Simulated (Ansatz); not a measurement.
# What Zn → Ge does to KZnF3

Take KZnF3 in the cubic perovskite structure (space group Pm-3m, No. 221; a = 4.053 Å) as the base.

One thing is altered: full substitution Zn → Ge; the structure is relaxed again.

Level of theory: PBEsol in Ansatz (plane waves to 420 eV, PAW, no spin-orbit coupling), earlier PAW set. k-mesh 8×8×8 (Γ-centred); smearing 0.05 eV (Fermi–Dirac).

The density decreases by 0.693 g/cm³, from 4.03 g/cm³ to 3.33 g/cm³ and the lattice parameter a grows by 0.327 Å to 4.380 Å. The space group is still Pm-3m (No. 221) and the shortest interatomic distance grows by 0.163 Å, from 2.027 Å to 2.190 Å. The band gap drops by 2.04 eV (3.70 eV → 1.66 eV) and the gap character goes from indirect, R → Γ to direct at R. The width of the top valence band goes up by 3.40 eV, from 1.82 eV to 5.22 eV and the electron mass (degenerate bands, along [100]) is 0.15, 1.3, 1.3 mₑ (at R).

Cost of the whole job for the changed cell (relaxation, final SCF and bands): around 70 core-seconds (rough).

Masses are band curvatures over ±0.01 Å⁻¹ around the edge. No phonon test of stability was made. As relaxed here, KGeF3 is a hypothetical phase, not in the database extracts checked. Many cubic perovskites are stable only at high temperature; tilts and polar distortions were not tested.

Ansatz is a program for electronic structure.
